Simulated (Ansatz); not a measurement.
**MgTe: isotropic strain −1.00 %**

The reference is MgTe in the zinc blende structure (space group F-43m, No. 216; a = 6.509 Å).

One thing is altered: the cell is scaled by 0.9900 in all directions, atoms relaxed at fixed cell.

Computed with DFT with PBE, PAW potentials and a 420 eV plane-wave cutoff in Ansatz (a quantum-chemistry and plane-wave program), without spin-orbit coupling. k-mesh 9×9×9 (Γ-centred); smearing 0.05 eV (Fermi–Dirac).

The volume per atom shrinks by 1.024 Å³, from 34.48 Å³ to 33.45 Å³ and the space group remains F-43m (No. 216). The shortest interatomic distance falls by 0.0282 Å, from 2.819 Å to 2.790 Å and the energy goes up by 3.3 meV/atom. The pressure grows by 1.09 GPa (-0.01 GPa → 1.08 GPa) and the band gap rises by 0.13 eV, from 2.33 eV to 2.46 eV. The gap character is still direct at Γ and the mean gap deformation potential ΔEg/Δln V comes out as -4.4 eV. The width of the top valence band grows by 0.065 eV to 1.46 eV and the electron mass remains 0.17 mₑ (at Γ). The valley order (the lowest conduction-band minima on the path, energy above the VBM, named in the base's zone) becomes Γ 2.46 eV; X along ⟨100⟩ 2.84 eV; L along ⟨111⟩ 3.24 eV (base: Γ 2.33 eV; X along ⟨100⟩ 2.88 eV; L along ⟨111⟩ 3.17 eV).

Final structure:

```
CELL_PARAMETERS angstrom
      0.00000     3.22214     3.22214
      3.22214     0.00000     3.22214
      3.22214     3.22214     0.00000
ATOMIC_POSITIONS crystal
  Mg 0.00000 0.00000 0.00000
  Te 0.25000 0.25000 0.25000
```

Spin-orbit coupling, missing from the scalar runs, can matter with Te. Effective masses come from finite differences of ±0.01 Å⁻¹. Stability against distortions was not tested.
